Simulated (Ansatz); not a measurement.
Levels about the gap of amorphous Sb$_{24}$O$_{36}$ (60 atoms in a cell of 1047 Å³, 5.55 g/cm³; zone centre alone, so wide bands show as single levels with stretches between that a denser mesh fills), at the geometry that PBE-D3(BJ) relaxed, where it gives -0.1 GPa on a denser mesh. The participation number counts the atoms over which a state spreads; weights are charges in smoothed Voronoi cells. The levels come from a single point, so bond lengths are those of that geometry. Method of the levels: r2SCAN, scalar-relativistic without spin-orbit coupling (Ansatz, an electronic-structure program). Sampling: the zone centre alone; Fermi-Dirac width 0.02 eV; no spin polarisation.

Preparation: random packing, a CHGNet melt and quench, and a DFT relaxation. O atoms were pushed apart under 1.9 Å during the dynamics, to hinder bonds among them. The hot cell started wider than the set density and was brought back towards it in steps. It is the lowest in DFT energy of 8 quenches. It is a model cell: composition and starting density were chosen by hand, and all elements were melted together. The geometry includes D3(BJ) dispersion. A short ab initio anneal came between quench and relaxation. Its density started from a set value of 5.63 and ended at 5.55 g/cm³. Cooling (nominally 55 K/ps over its main leg) ran many orders faster than in experiment, which tends to leave more defects and strain. Values belong to this one cell and scatter from quench to quench. Volume and shape were free in the relaxation. On a 2×2×2 Γ-centred mesh force components of up to 0.14 eV/Å stay, since the relaxation ran on the zone centre alone.

```
E - E(highest filled), eV  filling  participation number        largest on  weight O  weight Sb
-------------------------  -------  --------------------  ----------------  --------  ---------
-0.60                       filled                  30.7   O, 3 neighbours      0.59       0.41
-0.46                       filled                  22.5  Sb, 3 neighbours      0.61       0.39
-0.45                       filled                  22.1  Sb, 4 neighbours      0.62       0.38
-0.34                       filled                  21.2  Sb, 5 neighbours      0.64       0.36
-0.24                       filled                  21.7  Sb, 4 neighbours      0.63       0.37
-0.15                       filled                  25.4  Sb, 5 neighbours      0.59       0.41
0.00                        filled                  13.9   O, 3 neighbours      0.64       0.36
2.39                         empty                  22.7  Sb, 4 neighbours      0.40       0.60
2.58                         empty                  16.8  Sb, 4 neighbours      0.41       0.59
2.70                         empty                  27.0  Sb, 4 neighbours      0.42       0.58
2.93                         empty                  25.1  Sb, 4 neighbours      0.45       0.55
3.03                         empty                  28.0  Sb, 4 neighbours      0.42       0.58
3.14                         empty                  41.8  Sb, 3 neighbours      0.44       0.56
3.34                         empty                  40.7  Sb, 4 neighbours      0.44       0.56
```

Most localised among these is the filled level at +0.00 eV, on a O atom, which has 3 neighbours (Sb 1.97 Å, Sb 2.29 Å, Sb 2.43 Å).
